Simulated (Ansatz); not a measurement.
# Ti: stress against strain

Ti (hcp, P6_3/mmc, 16.745 Å³/atom at rest, c along z) under a strain ε along c (axis z), the other axes held. PBEsol in Ansatz, a plane-wave DFT program (PAW, default set), 420 eV, 23×23×13 Γ-centred mesh, Fermi-Dirac smearing 0.10 eV; ions are relaxed within the symmetry of each cell. Stress is positive for a compressed cell.

Here s stands for strain and y for stress zz.

| strain (%) | stress zz (GPa) |
|---|---|
| -3.00 | ? |
| -1.50 | 3.08 |
| -1.00 | 2.03 |
| -0.50 | 1.01 |
| 0.00 | 0.01 |
| 0.50 | -0.97 |
| 1.00 | -1.92 |
| 1.50 | -2.84 |

Fit y of the 7 rows that show it with a straight line. Means: s 0, y 0.057. About the means, the sum of products is -13.820 and the sum of squares of s is 7.0000; the slope is their ratio. Least squares gives y = 0.057 - 1.9743·s. Residuals (row less fit): 0.062, -0.001, -0.034, -0.047, -0.040, -0.003, 0.064; standard error 0.051 (degrees of freedom: 5). The slope gives the elastic constant C33 = 197 ± 1.9 GPa.

What does the fit predict for y at s = -3.00, and how far is the calculated value from it?

y = 0.057 - 1.9743 × (-3.0) = 5.980 GPa. The calculation gives 6.36 GPa, 0.380 GPa above the prediction (4.1 % of the range of y in the table). The row lies outside the fitted rows, so this is an extrapolation. From the scatter of the fitted rows alone, a prediction at this place has a standard error of 0.079 GPa, so the miss is 4.8 times that.

One order more, fitted to all 13 runs of the series, follows each within 0.01, so the miss is the next term of a smooth law. In a metal these values are sensitive to mesh and smearing; energies are taken to zero smearing, stresses follow the free energy. Rows are the converged runs of the series near zero and its far end; series whose fitted rows scatter by over a few per cent of the range, as at a crossing or softening among them, aren't shown in this form. Most that stay on the fit to the last digits aren't either.
